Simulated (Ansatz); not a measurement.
**Short convergence ladders for LiHfSe₂ (P3m1, 4 atoms in the cell)**

```
LiHfSe2
1.0
    3.71710     0.00000     0.00000
   -1.85855     3.21910     0.00000
    0.00000     0.00000     6.61936
Li Hf Se
1 1 2
Cartesian
  0.00000   0.00000   3.35968
  0.00000   0.00000   0.00000
  0.00000   2.14607   1.64359
  1.85855   1.07303   4.97577
```

Base method: PBEsol, default PAW files made with PBE (plane waves; Ansatz, a first-principles code).

Base settings: basis.ecutwfc = 420 eV; kpoints.mp_grid.grid = 10 10 5; hamiltonian.xc = pbesol; hamiltonian.pseudopotentials = {kind: paw} (the program's default PAW files); scf.occupations.method = fermi_dirac; scf.occupations.width = 0.1 eV.

The count of work is k-points × plane waves × bands × iterations; it is no time. Core times come from one kind of shared machine, to one figure; runs under 30 s give none.

**The k-point mesh at a smearing width of 0.02 eV**

In this ladder: scf.occupations.width = 0.02 eV.

Only quantities that move along the ladder and can be compared are tabulated.

```tsv
kpoints.mp_grid.grid	free energy less the last step's (meV/atom)	pressure (GPa)	largest difference of a force vector from the last step's (eV/Å)	count of work / last	core time / last (rough)
4 4 2	-8.35	-2.33	0.047	0.016	–
5 5 3	4.24	-2.29	0.049	0.021	–
6 6 3	5.63	-2.44	0.021	0.034	–
8 8 4	0.73	-2.34	0.004	0.061	–
9 9 5	-0.25	-2.34	0.007	0.075	–
11 11 6	-0.02	-2.40	0.005	0.13	–
14 14 7	0.20	-2.39	0.003	0.25	0.2
20 20 10	0.00	-2.40	0.001	0.59	0.6
24 24 12	0.00	-2.39	0.000	1.0	1
```

Coarsest kpoints.mp_grid.grid that holds the free energy within 1 meV/atom of the last step, with all finer ones: 8 8 4, at 0.061 of the last step's count of work; the step before is off by 5.6 meV/atom.

**The width of Fermi-Dirac smearing**

In this ladder: kpoints.mp_grid.grid = 16 16 8.

Narrow widths need finer meshes than wide ones, so the last steps can hold mesh noise.

Only quantities that move along the ladder and can be compared are tabulated; pressure and forces are left out, as mesh noise rules them at narrow widths.

```csv
scf.occupations.width,free energy less the last step's (meV/atom),energy extrapolated to zero width less the last step's (meV/atom)
1 eV,-542.78,68.82
0.5 eV,-128.24,-6.65
0.3 eV,-48.35,-3.11
0.2 eV,-21.59,-1.06
0.1 eV,-4.55,-0.23
0.05 eV,0.00,0.00
```

Widest scf.occupations.width that holds the free energy within 5 meV/atom: not settled: the last two steps still differ by 4.5 meV/atom, over half the tolerance, so the ladder does not show it.

Widest scf.occupations.width that holds the energy extrapolated to zero width within 2 meV/atom of the last step, with all finer ones: 0.2 eV; the step before is off by 3.1 meV/atom.

The extrapolation to zero width removes most of the smearing's effect on the energy.

**The width of cold smearing**

In this ladder: kpoints.mp_grid.grid = 16 16 8; scf.occupations.method = cold.

Narrow widths need finer meshes than wide ones, so the last steps can hold mesh noise.

Only quantities that move along the ladder and can be compared are tabulated; pressure and forces are left out, as mesh noise rules them at narrow widths.

```csv
scf.occupations.width,free energy less the last step's (meV/atom)
1 eV,-24.32
0.5 eV,-3.67
0.3 eV,-1.11
0.2 eV,-0.45
0.1 eV,-0.10
0.05 eV,0.00
```

Widest scf.occupations.width that holds the free energy within 1 meV/atom of the last step, with all finer ones: 0.2 eV; the step before is off by 1.1 meV/atom.

On the base run: the starting cell comes from a database of computed structures (which also holds hypothetical and non-ambient phases and stackings), without a prior relaxation at this level. Its lattice was rescaled by up to half a per cent. One atom was moved a little off its site on purpose. Ansatz's pressure includes its estimate of the finite-basis (Pulay) stress.

Left out of this page: 4 runs of the series outside the window shown, repeating another row's setting, or not comparable.

Keys are those of Ansatz 0.2.
